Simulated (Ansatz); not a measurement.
# GeSe (model structure, started from the NiAs type, P6₃/mmc, No. 194, 4 atoms in the cell): properties by level of theory

| level (code) | lattice parameter a (Å) | c axis length (Å) | formation enthalpy (eV/atom) |
|---|---|---|---|
| PBE (Ansatz) | 3.938 | ___ | ___ |
| PBEsol (Ansatz) | 3.833 | ___ | -0.165 |
| PBE-D3(BJ) (Ansatz) | 3.855 | ___ | ___ |

Fill in the missing entries.


- PBE (Ansatz, a first-principles code), c axis length (Å): 6.937
- PBE (Ansatz), formation enthalpy (eV/atom): -0.147
- PBEsol (Ansatz), c axis length (Å): 6.893
- PBE-D3(BJ) (Ansatz), c axis length (Å): 6.918
- PBE-D3(BJ) (Ansatz), formation enthalpy (eV/atom): -0.177

Caveats: a distance lies near a switch of the dispersion term, which can move the cell (PBE-D3(BJ)). Ansatz's density-functional and Hartree–Fock values are scalar-relativistic unless marked +SOC, with PAW data made under PBE.

A model structure was made by putting elements into a prototype or built by hand; it is no filed structure, need not be a known phase, and can be a saddle point held by its symmetry.
